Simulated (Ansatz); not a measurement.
Given:

End structure of a constructed model of the (111) surface of fcc Au, a layer of Ge in place of the third plane (bottom of the slab: a bare face, its two planes held):

```yaml
crystal:
  lattice:
    - [2.93959, 0.00000, 0.00000]
    - [-1.46980, 2.54576, 0.00000]
    - [0.00000, 0.00000, 28.00000]
  atoms:
    - { symbol: Au, position: [0.33333, 0.66667, 0.28913] }
    - { symbol: Au, position: [0.66667, 0.33333, 0.37485] }
    - { symbol: Au, position: [0.00000, 0.00000, 0.46134] }
    - { symbol: Ge, position: [0.33333, 0.66667, 0.54847] }
    - { symbol: Au, position: [0.66667, 0.33333, 0.63318] }
    - { symbol: Au, position: [0.00000, 0.00000, 0.72135] }
```

Model: 6-atom slab, 11.8 Å thick at the start, 15x15x1 mesh, Fermi-Dirac 0.1 eV, dipole correction, 2 atoms held, the rest relaxed; symmetry of the start imposed; no spin, no spin-orbit, no U. In PBE it lies 0.09 eV a 1x1 cell over the lowest computed structure of the same composition (a layer of Ge in place of the second plane).

What work function of the top face does PBE (Ansatz, a first-principles code) give?

5.27 eV
